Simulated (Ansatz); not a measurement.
Take MoS₂ in the 2H-MoS2 type structure (space group P6_3/mmc, No. 194; a = 3.109 Å, c = 11.709 Å; layered, stacked along the Cartesian z axis) as the base.

One thing is altered: a free-standing slab of 1 layer (3 atoms, 3 a layer) is cut normal to the stacking axis, with 15 Å of vacuum and the in-plane cell relaxed.

Levels (all Ansatz, a quantum-chemistry and plane-wave program, PAW): PBEsol-D3(BJ) (420 eV, spin-orbit coupling left out); r2SCAN (500 eV, scalar-relativistic without spin-orbit coupling); HSE06 (420 eV, spin-orbit coupling left out).

One geometry, relaxed with PBEsol-D3(BJ), under each level:

Notes on the quantities. electron mass: in plane; hole mass: in plane.

```csv
level,band gap,lowest conduction level above the VBM at special points,electron mass,hole mass
PBEsol-D3(BJ),1.90 eV,K 1.90 eV; M 2.49 eV; Γ 2.95 eV,0.47 mₑ (at K),0.57 mₑ (at K)
r2SCAN,?,?,0.47 mₑ (at K),?
HSE06,2.39 eV,K 2.39 eV; M 3.15 eV; Γ 3.69 eV,–,–
```

Give the withheld r2SCAN results.


- r2SCAN, band gap: 2.01 eV
- r2SCAN, lowest conduction level above the VBM at special points: K 2.01 eV; M 2.63 eV; Γ 3.13 eV
- r2SCAN, hole mass: 0.56 mₑ (at K)

Single points use the geometry relaxed with PBEsol-D3(BJ). HSE06 was sampled on its mesh, a few special points and the semilocal edge points, so its gap is an upper bound. Masses are band curvatures over ±0.01 Å⁻¹ around the edge. Stability against distortions was not tested. k-point labels follow each cell's own Brillouin zone.
